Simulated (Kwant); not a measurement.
System: In0.53Ga0.47As/InP stack with 1 barrier. One parabolic valley. Leads of mass 0.041 mₑ with the band edge at 0; grid 0.1 nm; bias swept from 0.01 to 0.44931 V, dropping linearly over the stack. Emitter Fermi level 0.018 eV, 77 K, equal in the collector.

| layer | thickness (nm) | band offset (eV) | mass (mₑ) |
|---|---|---|---|
| 1 | 6.8 | 0.25 | 0.08 |

Constants are typed, rounded textbook-type inputs, not results; the design itself was drawn at random and stands for no fabricated device.

Model: one-band effective-mass tight-binding model in one dimension, coherent, no space charge, current by the Tsu-Esaki formula (Kwant).

Sweep values stay those of the base run.

Base results: J (A/cm²) at bias = 0.4493 V 3780; J (A/cm²) at bias = 0.2297 V 232; J (A/cm²) at bias = 0.1114 V 67.8; J (A/cm²) at bias = 0.3310 V 742.

What follows from this one change: thickness of the first barrier 6.8 → 5.4 nm?

J at bias = 0.4493 V 3780 → 6230 A/cm²; J at bias = 0.2297 V 232 → 942 A/cm²; J at bias = 0.1114 V 67.8 → 378 A/cm²; J at bias = 0.3310 V 742 → 2130 A/cm².

What follows from this one change: height of the first barrier 0.25 → 0.15 eV?

J at bias = 0.4493 V 3780 → 58300 A/cm²; J at bias = 0.2297 V 232 → 5300 A/cm²; J at bias = 0.1114 V 67.8 → 1110 A/cm²; J at bias = 0.3310 V 742 → 24600 A/cm².
